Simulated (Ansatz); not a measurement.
The reference is InSb (space group P3_121, No. 152; a = 4.587 Å, c = 10.023 Å; a hypothetical phase, not in the database extracts checked). Axes: x lies along a and z along c of the hexagonal cell.

Structures relaxed with PBEsol/PAW in Ansatz (a program for electronic structure), spin-orbit coupling left out.

Base:

Simulated powder pattern, Cu Kα1, λ = 1.54056 Å (kinematic, ideal powder, no thermal factors, no anomalous dispersion; the 8 strongest lines at most, above 2 %, up to 2θ = 90°):

| 2θ (°) | I/Imax (%) | hkl |
|---|---|---|
| 22.36 | 19 | (100) |
| 28.65 | 100 | (012) |
| 39.25 | 13 | (110) |
| 42.63 | 34 | (104) |
| 43.35 | 25 | (112) |
| 45.64 | 24 | (200) |
| 54.17 | 13 | (114) |
| 64.77 | 17 | (212) |

After one change:

Simulated powder pattern, Cu Kα1, λ = 1.54056 Å (kinematic, ideal powder, no thermal factors, no anomalous dispersion; the 8 strongest lines at most, above 2 %, up to 2θ = 90°):

```tsv
2θ (°)	I/Imax (%)
22.24	22
28.50	100
42.39	34
43.11	30
45.38	28
53.86	15
64.38	18
73.64	13
```

Question: What was done to the base?
A. uniaxial strain ε_zz = −4.38 %
B. isotropic strain +0.54 %
C. biaxial strain +1.11 %, plane normal [001], relaxed out of plane
D. uniaxial stress, 3 GPa tension along x

Answer: B, isotropic strain +0.54 %. Its volume per atom is 30.93 Å³ against 30.44 Å³, and its space group is P3_121 (No. 152).

Stability under load was not tested beyond the relaxation. All final runs are without spin polarisation.
